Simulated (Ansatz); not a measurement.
Consider a 16-atom supercell of SiC (space group P6_3mc, No. 186; a = 3.078 Å, c = 10.076 Å) at its relaxed geometry.

Level of theory: Ansatz (a first-principles code), r2SCAN, PAW, cutoff 500 eV, scalar-relativistic without spin-orbit coupling.

Before the change:

The pressure is 0.0 GPa. The mean distance from the defect site to its nearest host atoms comes out as 1.88 Å.

One thing is altered: a neutral Re on a Si site, atoms relaxed at fixed cell, starting from a slightly rattled geometry.

Predict the new pressure, largest displacement of a host atom from its site in the perfect cell and mean distance from the defect site to its nearest host atoms.

The pressure goes from zero to 8.5 GPa; the largest displacement of a host atom from its site in the perfect cell comes out as 0.15 Å; the mean distance from the defect site to its nearest host atoms rises by 0.11 Å (1.88 Å → 1.99 Å).

The magnetic state is the one reached from the starting moments; the real material's order can differ, and small cells can't hold many antiferromagnetic ones. In so small a cell the defect repeats every few ångströms: this is an ordered compound, not a dilute defect. A case with no gap was solved on a k-mesh chosen for an insulator, which is coarse for it. The defect cell is spin-polarised and ends with 0.8 μB, a fractional moment that hangs on the mesh and smearing.
